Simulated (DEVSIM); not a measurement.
Device: Co/Al2O3/n-Si capacitor, at 400 K.

```tsv
layer (left to right)	material	thickness (nm)	Nd (cm⁻³)
1	Al2O3	2.70	-
2	Si	13000	2.1e15
```

Metal gate on the left, work function 5 eV. Fixed charge at the semiconductor interface -5.8e10 cm⁻² (in units of +e); no interface traps.

This is a model device: material constants are rounded textbook-type values typed into the input, and sizes, dopings and lifetimes were drawn at random. Values at 300 K; Nc and Nv go as T^1.5, mobilities as T to minus their exponent, the gap by Varshni's rule with the affinity fixed.

| parameter | Al2O3 | Si |
|---|---|---|
| gap (eV) | 6.8 | 1.124 |
| affinity (eV) | 1.35 | 4.05 |
| permittivity | 9 | 11.7 |
| Nc (cm⁻³) | - | 2.86e19 |
| Nv (cm⁻³) | - | 3.1e19 |
| Varshni α (eV/K) | - | 0.000473 |
| Varshni β (K) | - | 636 |

DEVSIM, 1D Poisson equation in equilibrium, Boltzmann statistics, complete ionisation; no quantum confinement or tunnelling. Metal contacts follow the ideal Schottky-Mott rule: no Fermi-level pinning, no interface dipoles.

Base results: flat-band voltage (V) 0.61; capacitance of the dielectric stack (μF/cm²) 2.95; minimum of the low-frequency capacitance (μF/cm²) 0.0264; threshold voltage (band bending 2φF) (V) 0.20.

### Question
What follows from this one change: substrate doping 2.1e+15 → 2.1e+14 cm^-3?

### Answer
flat-band voltage 0.61 → 0.53 V; capacitance of the dielectric stack little changed (2.95 μF/cm²); minimum of the low-frequency capacitance 0.0264 → 0.0135 μF/cm²; threshold voltage (band bending 2φF) 0.20 → 0.28 V.

### Question
What follows from this one change: interface trap density 0 → 3e+11 cm^-2 eV^-1?

### Answer
flat-band voltage little changed (0.61 V); capacitance of the dielectric stack little changed (2.95 μF/cm²); minimum of the low-frequency capacitance 0.0264 → 0.0728 μF/cm²; threshold voltage (band bending 2φF) little changed (0.19 V).

### Question
What follows from this one change: gate work function 5 → 5.15 eV?

### Answer
flat-band voltage 0.61 → 0.76 V; capacitance of the dielectric stack little changed (2.95 μF/cm²); minimum of the low-frequency capacitance 0.0264 → 0.0277 μF/cm²; threshold voltage (band bending 2φF) 0.20 → 0.35 V.

### Question
What follows from this one change: temperature 400 → 450 K?

### Answer
flat-band voltage 0.61 → 0.56 V; capacitance of the dielectric stack little changed (2.95 μF/cm²); minimum of the low-frequency capacitance 0.0264 → 0.0374 μF/cm²; threshold voltage (band bending 2φF) 0.20 → 0.26 V.

### Question
What follows from this one change: fixed charge -5.8e+10 → 3.092e+12 cm^-2?

### Answer
flat-band voltage 0.61 → 0.44 V; capacitance of the dielectric stack little changed (2.95 μF/cm²); minimum of the low-frequency capacitance little changed (0.0265 μF/cm²); threshold voltage (band bending 2φF) 0.20 → 0.03 V.

### Question
What follows from this one change: Al2O3 thickness 0.0027 → 0.0032 μm?

### Answer
flat-band voltage little changed (0.61 V); capacitance of the dielectric stack 2.95 → 2.49 μF/cm²; minimum of the low-frequency capacitance little changed (0.0263 μF/cm²); threshold voltage (band bending 2φF) little changed (0.20 V).
